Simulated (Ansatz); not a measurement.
Band structure of Ni3Si (Pm-3m, 4 atoms in the cell).

```xyz
4
Lattice="3.5967 0.0000 0.0000 0.0000 3.5967 0.0000 0.0000 0.0000 3.5967" Properties=species:S:1:pos:R:3 pbc="T T T"
Si     0.0000     0.0000     0.0000
Ni     0.0000     1.7983     1.7983
Ni     1.7983     0.0000     1.7983
Ni     1.7983     1.7983     0.0000
```

Level of theory: PBE (plane waves, PAW; Ansatz, a program for electronic structure).

Settings: basis.ecutwfc = 420 eV; kpoints.mp_grid.grid = 7 7 7; hamiltonian.xc = pbe; hamiltonian.pseudopotentials = {kind: paw} (the program's default PAW files); scf.occupations.method = gaussian; scf.occupations.width = 0.272 eV; kpoints.band_path.npoints = 8.

The starting cell has typed, rounded lattice constants, without a prior relaxation at this level. Its lattice was rescaled by a random factor within 2.5 % of one. Spin polarisation is off.

Levels in eV from the Fermi level, bands 26 to 33:
```
point     26     27     28     29     30     31    32    33
-----  -----  -----  -----  -----  -----  -----  ----  ----
Γ      -0.63  -0.63  -0.34  -0.05  -0.05  -0.05  4.03  5.88
X      -1.24  -1.10  -0.57  -0.05   3.24   3.24  4.50  4.97
M      -1.36  -1.07  -0.98  -0.92   0.51   0.51  5.06  5.85
R      -1.18  -1.18  -0.41  -0.26  -0.26  -0.26  0.84  3.59
```

Bands cross the Fermi level along this path, so the cell is metallic at this level.

Keys are those of Ansatz 0.2.
